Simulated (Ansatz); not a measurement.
Base system: GaP in the zinc blende structure (space group F-43m, No. 216).

```
CELL_PARAMETERS angstrom
      0.00000     2.69570     2.69570
      2.69570     0.00000     2.69570
      2.69570     2.69570     0.00000
ATOMIC_POSITIONS crystal
  Ga 0.00000 0.00000 0.00000
  P  0.25000 0.25000 0.25000
```

Cartesian axes are those of the cell as printed.

Level of theory: LDA (Ansatz, a first-principles code; PAW; 420 eV plane waves; no spin-orbit coupling).

Now apply this change: an isotropic linear strain of +2.50 %; the atoms relax in the strained cell.

Predict the stress tensor and what it implies for the stiffness.

Stress of the strained cell less that of the base (GPa, compression positive):
```
  -5.64    0.00    0.00
   0.00   -5.64    0.00
   0.00    0.00   -5.64
```

Then B = −ΔP/(ΔV/V₀) with ΔV/V₀ = 0.0769 gives secant stiffness values (nonlinear terms included at this strain): B ≈ 73 GPa.

As a check, the harmonic strain energy −½ V₀ Δσ:ε is 26 meV/atom; the computed energy rise is 28 meV/atom.

Stability against distortions was not tested.
